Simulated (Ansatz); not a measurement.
Point defects in WSi2

The reference is a 15-atom supercell of WSi2 (space group I4/mmm, No. 139; a = 3.229 Å, c = 7.867 Å) at its relaxed geometry.

One neutral defect a cell, atoms relaxed at fixed cell.

All numbers come from Ansatz (an electronic-structure program), PBE, PAW, cutoff 420 eV, without spin-orbit coupling.

Candidates:
(a) Si interstitial (started 1.75 Å from the nearest host atom)
(b) W interstitial (started 1.75 Å from the nearest host atom)
(c) W vacancy

Base values:

```
Item        Value
--------  -------
Pressure  0.0 GPa
```

Task: Order them by pressure, lowest first.

Result: (c) W vacancy (-3.0 GPa), (a) Si interstitial (started 1.75 Å from the nearest host atom) (24.0 GPa), (b) W interstitial (started 1.75 Å from the nearest host atom) (32.6 GPa)

The cell is small, so the values are those of an ordered compound at a high defect concentration; dilute-limit values will differ. The final runs are not spin-polarised.
